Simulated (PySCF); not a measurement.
PySCF 2.14.0, CCSD (frozen core)/def2-svp: Si(Cl)2(Me)(SeH) (C[Si](Cl)(Cl)[SeH]), 9 atoms. The geometry is a generated start, not checked to be a minimum at this level.

- task = ccsd
- basis = def2-svp
- two-electron scheme = exact four-centre integrals
- frozen core = true
- mf.init_guess = minao (default)
- mf.DIIS = CDIIS (default)
- mf.diis_space = 8 (default)
- mf.conv_tol = 1e-09 (default)
- basis functions (reference run) = 120

On 4 threads, 1 BLAS thread. Build: conda-forge: OpenMP (GNU), OpenBLAS with its own threads, libcint, Libxc. Single runs; times are not shown.

Values of mol.max_memory tried: 8000 MB, 4000 MB, 2000 MB, 1000 MB, 500 MB, 300 MB, 200 MB.

How low can the memory setting go, and what changes on the way?

It runs down to 200 MB, the lowest tried, with the same result. At 8000 MB: SCF integrals in memory, transformation in memory. From 500 MB down: SCF integrals in memory, transformation through a file. From 300 MB down: direct SCF, transformation through a file.

| mol.max_memory | path | peak memory |
|---|---|---|
| 8000 MB | SCF integrals in memory, transformation in memory | 0.79 GiB |
| 4000 MB | SCF integrals in memory, transformation in memory | 0.78 GiB |
| 2000 MB | SCF integrals in memory, transformation in memory | 0.78 GiB |
| 1000 MB | SCF integrals in memory, transformation in memory | 0.78 GiB |
| 500 MB | SCF integrals in memory, transformation through a file | 1.2 GiB |
| 300 MB | direct SCF, transformation through a file | 0.96 GiB |
| 200 MB | direct SCF, transformation through a file | 0.96 GiB |

Peak memory is the kernel's count for the largest process, libraries included and scratch files not. The peak passes the setting at 500 MB, 300 MB, 200 MB: it is no hard cap.
